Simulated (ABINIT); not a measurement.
ABINIT run on YMg2 (P6_3/mmc, 6 atoms in the cell): band-structure calculation.

Method: LDA (PW92), PAW (JTH v2.0 LDA PAW) (plane waves; ABINIT).

Input as run:

```
# YMg2, JTH v2.0 LDA PAW
pp_dirpath "./"
pseudos "Y.LDA_PW-JTH.xml, Mg.LDA_PW-JTH.xml"
acell 6.2969262877 6.2969262877 31.5757361726
rprim
         1.0000000000    0.0000000076    0.0000000000
        -0.5000000066    0.8660254000    0.0000000000
         0.0000000000    0.0000000000    1.0000000000
natom 6
ntypat 2
znucl 39 12
typat 1 1 2 2 2 2
xred
         0.3333333333    0.6666666667    0.2500000000
         0.6666666667    0.3333333333    0.7500000000
         0.6666666667    0.3333333333    0.4210900000
         0.3333333333    0.6666666667    0.5789100000
         0.3333333333    0.6666666667    0.9210900000
         0.6666666667    0.3333333333    0.0789100000
ecut 544 eV
pawecutdg 1088 eV
ixc 7
occopt 3
tsmear 0.00367493
nband 40
kptopt 1
ngkpt 8 8 2
nshiftk 1
shiftk 0 0 0
nstep 50
tolvrs1 1.0e-10
ndtset 2
prtden1 1
getden2 1
iscf2 -2
kptopt2 -7
ndivsm2 4
kptbounds2
       0.00000000  0.00000000  0.00000000  # G
       0.50000000  0.00000000  0.00000000  # M
       0.33333333  0.33333333  0.00000000  # K
       0.00000000  0.00000000  0.00000000  # G
       0.00000000  0.00000000  0.50000000  # A
       0.50000000  0.00000000  0.50000000  # L
       0.33333333  0.33333333  0.50000000  # H
       0.00000000  0.00000000  0.50000000  # A
nband2 44
nbdbuf2 2
tolwfr2 1.0e-12
prtwf 0
```

The program printed (abridged):

```
--- !BeginCycle
solver: {iscf: 17, nstep: 50, nline: 4, wfoptalg: 10, }
tolerances: {tolvrs: 1.00E-10, }
...

     iter   Etot(hartree)      deltaE(h)  residm     nres2
 ETOT  1  -329.60284100419    -3.296E+02 2.431E+00 5.974E+00
 ETOT  2  -331.67273712564    -2.070E+00 2.865E-02 1.354E+00
 ETOT  3  -331.66859967297     4.137E-03 1.509E-02 3.716E-01
 ETOT  4  -331.66787796597     7.217E-04 1.216E-03 1.711E-02
 ETOT  5  -331.66779302225     8.494E-05 7.522E-04 3.516E-03
   [... 3 lines left out ...]
 ETOT  9  -331.66779205022     5.759E-09 7.433E-04 3.086E-07
 ETOT 10  -331.66779204978     4.403E-10 3.823E-04 5.433E-09
 ETOT 11  -331.66779204981    -2.552E-11 2.786E-04 4.670E-10
 ETOT 12  -331.66779204981    -2.785E-12 1.610E-04 5.800E-11
 At SCF step   12       nres2   =  5.80E-11 < tolvrs=  1.00E-10 =>converged.

 Cartesian components of stress tensor (hartree/bohr^3)
  sigma(1 1)=  7.17870998E-05  sigma(3 2)=  0.00000000E+00
  sigma(2 2)=  7.17870996E-05  sigma(3 1)=  0.00000000E+00
  sigma(3 3)=  1.35646571E-04  sigma(2 1)=  8.28943370E-14

 ----iterations are completed or convergence reached----

   [... lines left out ...]
 Fermi (or HOMO) energy (hartree) =   0.19205   Average Vxc (hartree)=  -0.32722
total_energy        : -3.31667789908516E+02
-Cartesian components of stress tensor (GPa)         [Pressure= -2.7383E+00 GPa]
 Unit cell volume ucvol=  1.0842797E+03 bohr^3
   [... lines left out ...]
  3.39E-13  5.89E-13  1.66E-13  2.94E-13  3.59E-13  6.13E-13  5.74E-13  9.23E-13
  4.92E-13  4.71E-13  3.15E-13  4.20E-13  2.46E-13  7.44E-13  3.21E-13  3.36E-13
   [... 11 lines left out ...]

 scprqt:  WARNING -
  nstep=   50 was not enough non-SCF iterations to converge;
  maximum residual=  3.004E-11 exceeds tolwfr=  1.000E-12

 ----iterations are completed or convergence reached----

 reduced coordinates (array xred) for    6 atoms
       0.333333333333      0.666666666667      0.250000000000
       0.666666666667      0.333333333333      0.750000000000
       0.666666666667      0.333333333333      0.421090000000
       0.333333333333      0.666666666667      0.578910000000
       0.333333333333      0.666666666667      0.921090000000
       0.666666666667      0.333333333333      0.078910000000

 Calculation completed.
```

The run ended unconverged in one of its stages. 

The starting cell comes from a database of computed structures (which also holds hypothetical and non-ambient phases and stackings), without a prior relaxation at this level.

These are the values that this program gave, and no reference: the one-centre exchange-correlation terms come from a truncated expansion.
